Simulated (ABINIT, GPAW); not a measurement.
A GPAW input for a self-consistent single point of N2 (P4_2/mnm, 4 atoms in the cell) (DFT PBEsol, plane waves, GPAW PAW datasets PBEsol (made by gpaw-setup)):

```python
from ase import Atoms
from ase.units import GPa
from gpaw import GPAW, PW, FermiDirac

atoms = Atoms(['N', 'N', 'N', 'N'],
              cell=[[4.147363, 0.000000, 0.000000],
                    [0.000000, 4.147363, 0.000000],
                    [0.000000, 0.000000, 5.428772]],
              scaled_positions=[[0.904280, 0.904280, 0.000000],
                                [0.095720, 0.095720, 0.000000],
                                [0.595720, 0.404280, 0.500000],
                                [0.404280, 0.595720, 0.500000]],
              pbc=True)

calc = GPAW(mode=PW(950),
            xc='PBEsol',
            kpts={'size': (6, 6, 4), 'gamma': True},
            occupations=FermiDirac(0.0),
            nbands=-6,
            convergence={'bands': -4},
            symmetry={'symmorphic': False, 'tolerance': 0.0005},
            maxiter=150)

atoms.calc = calc

energy = atoms.get_potential_energy()
print('Energy (eV):', round(energy, 6))
forces = atoms.get_forces()
print('Forces (eV/Ang):')
print(forces.round(5))
stress = atoms.get_stress()
print('Stress (GPa, Voigt):', (stress / GPa).round(4))
```

Problem. Translate this input to ABINIT.

Solution. This is the input that was run; spellings and numerical settings could be chosen otherwise.

```
# N2, PseudoDojo nc-sr-04 PBEsol standard
pp_dirpath "./"
pseudos "N.upf"
acell 7.8373802094 7.8373802094 10.2588922730
rprim
         1.0000000000    0.0000000000    0.0000000000
         0.0000000000    1.0000000000    0.0000000000
         0.0000000000    0.0000000000    1.0000000000
natom 4
ntypat 1
znucl 7
typat 1 1 1 1
xred
         0.9042800000    0.9042800000    0.0000000000
         0.0957200000    0.0957200000    0.0000000000
         0.5957200000    0.4042800000    0.5000000000
         0.4042800000    0.5957200000    0.5000000000
ecut 42
occopt 1
nband 12
kptopt 1
ngkpt 6 6 4
nshiftk 1
shiftk 0 0 0
nstep 80
tolvrs 1.0e-10
diemac 6
prtwf 0
prtden 0
```

Basis, cutoffs, solver keys and any potentials are the target program's own. This input uses DFT, PBEsol, plane waves, norm-conserving pseudopotentials (PseudoDojo nc-sr-04 PBEsol standard).

The starting cell comes from a database of computed structures (which also holds hypothetical and non-ambient phases and stackings), without a prior relaxation at this level. Its lattice was rescaled by a random factor within 2.5 % of one.
